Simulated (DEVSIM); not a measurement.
System: abrupt Ge p-n junction, at 300 K.

Layer 1 from the left is Ge, thickness (μm) 24.0, Na (cm⁻³) 1.1e17, τn (s) 0.0007, τp (s) 0.0007. Layer 2 from the left is Ge, thickness (μm) 19.0, Nd (cm⁻³) 8e14, τn (s) 0.0007, τp (s) 0.0007.

Left contact: ohmic. Right contact: ohmic. Voltage is applied to the left contact. Recombination: SRH at mid-gap, Auger. Mobility is constant in doping.

The device is made up for the run: typed textbook-type constants, with dimensions and the other settings drawn at random. Values at 300 K.

Ge: gap (eV) 0.664, affinity (eV) 4, permittivity 16, Nc (cm⁻³) 1.04e19, Nv (cm⁻³) 6e18, μn (cm²/Vs) 3900, μp (cm²/Vs) 1900, Cn (cm⁶/s) 1e-31, Cp (cm⁶/s) 1e-31.

### Question
Estimate by hand the built-in potential, the peak field at zero bias, the capacitance at -3 V, and compare with a numerical solution.

### Answer

- Built-in potential: ni = √(Nc Nv) exp(−Eg/2kT) = 2.09e13 cm⁻³ with Eg = 0.664 eV; Vbi = kT/q ln(Na Nd/ni²) = 0.316 V; numerical 0.316 V.
- Peak field at zero bias: depletion approximation: W = √(2εVbi/(qN)) = 0.838 μm with N = 7.94e14 cm⁻³; field = 2Vbi/W = 7530 V/cm; numerical 16400 V/cm (estimate below by 54 %).
- Capacitance at -3 V: C = √(qεN / 2(Vbi + |V|)) = 5.21 nF/cm²; numerical 5.26 nF/cm² (estimate below by 0.96 %).

DEVSIM, 1D drift-diffusion, Boltzmann statistics, complete ionisation; no tunnelling, impact ionisation, image-force lowering or self-heating.
